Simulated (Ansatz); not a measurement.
## ScAl3, response to strain

The reference is ScAl$_{3}$ in the Cu3Au type structure (space group Pm-3m, No. 221; a = 4.0327 Å; relaxed with 0.1 eV smearing). Axes: x, y, z lie along the cube axes.

Strains are applied to the cell and any free atomic positions relax.

The values are results of LDA (Ansatz, an electronic-structure program), no spin-orbit coupling, not measurements.

Notes on the quantities. energy relative to the base: free energy F; pressure: mean of the normal stresses, compression positive.

| change | energy relative to the base | pressure | volume per atom |
|---|---|---|---|
| base | 0 meV/atom | 0.0 GPa | 16.40 Å³ |
| uniaxial strain ε_zz = +0.60 % | … | -0.6 GPa | 16.49 Å³ |
| uniaxial strain ε_zz = +1.20 % | … | -1.1 GPa | 16.59 Å³ |
| uniaxial strain ε_zz = +1.80 % | … | -1.6 GPa | 16.69 Å³ |
| uniaxial strain ε_zz = +2.40 % | +5.6 meV/atom | -2.1 GPa | 16.79 Å³ |
| uniaxial strain ε_zz = +3.00 % | +8.7 meV/atom | -2.6 GPa | 16.89 Å³ |

### Question
Fill in the withheld entries from the trend.

### Answer

- uniaxial strain ε_zz = +0.60 %, energy relative to the base: +0.4 meV/atom
- uniaxial strain ε_zz = +1.20 %, energy relative to the base: +1.4 meV/atom
- uniaxial strain ε_zz = +1.80 %, energy relative to the base: +3.2 meV/atom

No phonon test of stability was made. The final runs are not spin-polarised.
